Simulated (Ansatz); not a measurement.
Consider TaN in the rock salt structure (space group Fm-3m, No. 225; a = 4.376 Å; relaxed with 0.1 eV smearing). Axes: x, y, z lie along the cube axes.

Computed with DFT with PBEsol, PAW potentials and a 420 eV plane-wave cutoff in Ansatz (a quantum-chemistry and plane-wave program), scalar-relativistic without spin-orbit coupling.

Base values:

The shortest interatomic distance is 2.188 Å and the band gap is zero.

Modification: a pure shear with ε_xz = ε_zx = 0.0232, atoms relaxed at fixed cell.

**Question.** Estimate the effect on the stress.

**Answer.** The stress (xx, yy, zz, yz, xz, xy; compression positive) is (0.6, -0.4, 0.6, 0.0, -3.1, 0.0) GPa.

**Question.** Predict the new energy relative to the base.

**Answer.** The energy rises by 5.0 meV/atom.

**Question.** What happens to the shortest interatomic distance?

**Answer.** The shortest interatomic distance stays 2.188 Å.

**Question.** What does the calculation give for the band gap after the change?

**Answer.** The band gap remains zero.

The cells carry an imposed strain or load. No phonon test of stability was made. All final runs are without spin polarisation. This is not the structure that TaN has at room temperature and ambient pressure.
